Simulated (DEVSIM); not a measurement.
Device: Al0.25Ga0.75As/GaAs p-n heterojunction, at 300 K.

```
layer (left to right)        material  thickness (μm)  Nd (cm⁻³)  Na (cm⁻³)  τn (s)   τp (s)
---------------------  --------------  --------------  ---------  ---------  ------  -------
1                      Al0.25Ga0.75As            1.30          -     7.6e17  1.4e-8   1.4e-8
2                                GaAs           0.210     2.1e17          -  1.4e-8  4.2e-10
```

Left contact: ohmic. Right contact: ohmic. Voltage is applied to the left contact. Recombination: SRH at mid-gap, radiative. Mobility is μmin + (μ − μmin)/(1 + (N/Nref)^α).

This is a model device: material constants are rounded textbook-type values typed into the input, and sizes, dopings and lifetimes were drawn at random. Values at 300 K.

| parameter | Al0.25Ga0.75As | GaAs |
|---|---|---|
| gap (eV) | 1.7357 | 1.424 |
| affinity (eV) | 3.8725 | 4.07 |
| permittivity | 12.19 | 12.9 |
| Nc (cm⁻³) | 6.5e17 | 4.7e17 |
| Nv (cm⁻³) | 9e18 | 9e18 |
| μn (cm²/Vs) | 4375 | 8500 |
| μp (cm²/Vs) | 221 | 400 |
| μn,min | 500 | 500 |
| μp,min | 20 | 20 |
| Nref,n | 6e16 | 6e16 |
| Nref,p | 1.5e17 | 1.5e17 |
| αn | 0.39 | 0.39 |
| αp | 0.38 | 0.38 |
| B (cm³/s) | 2e-10 | 2e-10 |

DEVSIM, 1D drift-diffusion, Boltzmann statistics, complete ionisation; no tunnelling, impact ionisation, image-force lowering or self-heating. Band offsets follow the typed affinities; no thermionic-emission limit at abrupt steps, no polarisation charge.

Problem. Tabulate band edges, carrier densities and field at zero bias.

Solution. Energies count from the Fermi level of the right contact; mesh points crowd at the junctions.

```
x (μm)    Ec (eV)  Ev (eV)  n (cm⁻³)  p (cm⁻³)  field (V/cm)
--------  -------  -------  --------  --------  ------------
0.000       1.672   -0.064     < 1e2    7.6e17           ≈ 0
0.005193    1.672   -0.064     < 1e2    7.6e17           ≈ 0
0.01513     1.672   -0.064     < 1e2    7.6e17           ≈ 0
0.03658     1.672   -0.064     < 1e2    7.6e17           ≈ 0
0.1003      1.672   -0.064     < 1e2    7.6e17           ≈ 0
0.2132      1.672   -0.064     < 1e2    7.6e17           ≈ 0
0.4293      1.672   -0.064     < 1e2    7.6e17           ≈ 0
0.9181      1.672   -0.064     < 1e2    7.6e17           ≈ 0
1.111       1.672   -0.064     < 1e2    7.6e17           ≈ 0
1.211       1.672   -0.064     < 1e2    7.6e17           ≈ 0
1.258       1.671   -0.064     < 1e2    7.5e17          -770
1.287       1.581   -0.155     < 1e2    2.2e16       -120000
1.296       1.429   -0.307     < 1e2    6.2e13       -220000
1.300       1.121   -0.303     < 1e2    7.2e13       -250000
1.308       0.931   -0.493       110    4.8e10       -230000
1.322       0.649   -0.775   5800000    880000       -190000
1.347       0.268   -1.156    1.5e13     < 1e2       -110000
1.400       0.025   -1.399    1.8e17     < 1e2         -4000
1.466       0.021   -1.403    2.1e17     < 1e2           ≈ 0
1.491       0.021   -1.403    2.1e17     < 1e2           ≈ 0
1.503       0.021   -1.403    2.1e17     < 1e2           ≈ 0
1.510       0.021   -1.403    2.1e17     < 1e2           ≈ 0
```
